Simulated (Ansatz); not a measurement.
**SiO2: pressure series**

Start from SiO2 in the rutile structure (space group P4_2/mnm, No. 136).

```
CELL_PARAMETERS angstrom
      4.19450     0.00000     0.00000
      0.00000     4.19450     0.00000
      0.00000     0.00000     2.67848
ATOMIC_POSITIONS crystal
  Si 0.00000 0.00000 0.00000
  Si 0.50000 0.50000 0.50000
  O  0.30606 0.30606 0.00000
  O  0.80606 0.19394 0.50000
  O  0.19394 0.80606 0.50000
  O  0.69394 0.69394 0.00000
```

Cell and atoms are relaxed at each pressure.

Calculations: PBEsol (Ansatz, a quantum-chemistry and plane-wave program, PAW, no SOC).

Candidates:
(a) pressure 30 GPa
(b) pressure 4.5 GPa
(c) pressure 0.9 GPa

For the base:

- Band gap: 5.35 eV

Q: Order them by band gap, highest first.

A: (a) pressure 30 GPa (6.62 eV), (b) pressure 4.5 GPa (5.59 eV), (c) pressure 0.9 GPa (5.40 eV)

Load acts through the strain it causes; cell and atoms are relaxed under it. No phonon test of stability was made. No other phases were tried under pressure.
